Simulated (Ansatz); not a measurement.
# A computed series for InAs: response to strain

Take InAs in the zinc blende structure (space group F-43m, No. 216; a = 6.087 Å) as the base. Axes: x, y, z lie along the cube axes.

Strains are applied to the cell and any free atomic positions relax.

Level of theory: Ansatz (a first-principles code), PBEsol, PAW, cutoff 420 eV, no SOC.

Notes on the quantities. energy relative to the base: free energy F.

| variant | energy relative to the base | pressure | volume per atom | space group |
|---|---|---|---|---|
| base | 0 meV/atom | 0.0 GPa | 28.19 Å³ | F-43m (No. 216) |
| isotropic strain +1.18 % | +5.8 meV/atom | -1.8 GPa | 29.20 Å³ | F-43m (No. 216) |
| isotropic strain +2.90 % | +33 meV/atom | -3.9 GPa | 30.71 Å³ | F-43m (No. 216) |
| uniaxial strain ε_zz = +4.20 % | +12 meV/atom | -2.1 GPa | 29.37 Å³ | I-4m2 (No. 119) |

A case with no gap was solved on a k-mesh chosen for an insulator, which is coarse for it. Stability against distortions was not tested. All final runs are without spin polarisation.
